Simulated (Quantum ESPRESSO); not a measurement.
Worked example: self-consistent single point of the (001) slab of NaCl (cut from a parent of space group no. 225; 4 atoms in the cell) in Quantum ESPRESSO.

Method of the run: PBE, GBRV 1.5 ultrasoft (PBE) pseudopotentials (plane waves; Quantum ESPRESSO 7.5).

```xyz
4
Lattice="4.0000 0.0000 0.0000 -4.0000 4.0000 0.0000 0.0000 0.0000 16.8285" Properties=species:S:1:pos:R:3 pbc="T T T"
Cl    -2.0000     2.0000     9.8285
Cl     0.0000     0.0000     7.0000
Na     0.0000     0.0000     9.8285
Na    -2.0000     2.0000     7.0000
```

Reference input (self-consistent single point, DFT, PBE, plane waves, GBRV 1.5 ultrasoft (PBE) pseudopotentials): ecutwfc = 40 Ry; ecutrho = 200 Ry; occupations = smearing; smearing = fd; degauss = 0.000734986 Ry; mixing_mode = local-TF; potentials = {Cl: cl_pbe_v1.4.uspp.F.UPF, Na: na_pbe_v1.5.uspp.F.UPF}; K_POINTS = automatic 4 4 1 0 0 0; conv_thr = 1e-10 Ry; mixing_beta = 0.3. This run's input differs from it in these lines:

```diff
@@ -13,4 +13,4 @@
  ntyp = 2
- ecutwfc = 40
- ecutrho = 200
+ ecutwfc = 20
+ ecutrho = 100
  occupations = 'smearing'
```

Output (repeated stretches shortened):

```
     Self-consistent Calculation

     iteration #  1     ecut=    20.00 Ry     beta= 0.30

---- Real-time Memory Report at c_bands before calling an iterative solver
           144 MiB given to the printing process from OS
            34 MiB allocation reported by mallinfo(arena+hblkhd)
------------------

     Threshold (ethr) on eigenvalues was too large:
     Diagonalizing with lowered threshold

---- Real-time Memory Report at c_bands before calling an iterative solver
           152 MiB given to the printing process from OS
            41 MiB allocation reported by mallinfo(arena+hblkhd)
------------------

   [... lines left out ...]
           166 MiB given to the printing process from OS
            53 MiB allocation reported by mallinfo(arena+hblkhd)
------------------

     negative rho (up, down):  3.587E-02 0.000E+00

     total energy              =    -257.01774348 Ry
     estimated scf accuracy    <          1.2E-10 Ry

     iteration # 18     ecut=    20.00 Ry     beta= 0.30

---- Real-time Memory Report at c_bands before calling an iterative solver
           166 MiB given to the printing process from OS
            53 MiB allocation reported by mallinfo(arena+hblkhd)
------------------

     negative rho (up, down):  3.587E-02 0.000E+00
     End of self-consistent calculation

     the Fermi energy is    -2.6016 ev

!    total energy              =    -257.01774349 Ry
     estimated scf accuracy    <          3.5E-11 Ry
     smearing contrib. (-TS)   =       0.00000000 Ry
     internal energy E=F+TS    =    -257.01774349 Ry

     convergence has been achieved in  18 iterations

     negative rho (up, down):  3.587E-02 0.000E+00

     Forces acting on atoms (cartesian axes, Ry/au):

     atom    1 type  1   force =     0.00000000    0.00000000    0.00550540
     atom    2 type  1   force =     0.00000000    0.00000000   -0.00550540
     atom    3 type  2   force =     0.00000000    0.00000000   -0.00714773
     atom    4 type  2   force =     0.00000000    0.00000000    0.00714773

     Total force =     0.012759     Total SCF correction =     0.000007

     negative rho (up, down):  3.587E-02 0.000E+00
          total   stress  (Ry/bohr**3)                   (kbar)     P=     -281.54
  -0.00192374  -0.00000000   0.00000000         -282.99       -0.00        0.00
  -0.00000000  -0.00192374   0.00000000           -0.00     -282.99        0.00
   0.00000000   0.00000000  -0.00189406            0.00        0.00     -278.63

   JOB DONE.
```

The run converged in 18 iterations. Against the reference run the free energy rises by 2.61 eV/atom, the largest force goes from 0.174 to 0.184 eV/Å and the gap on the mesh goes from 4.876 to 4.802 eV.

The starting cell has typed, rounded lattice constants, without a prior relaxation at this level. The slab is cut from that crystal, and its faces are unrelaxed. Its lattice was rescaled by up to half a per cent. Spin polarisation is off, though cut faces can carry moments; a gap of a slab can lie between surface states.
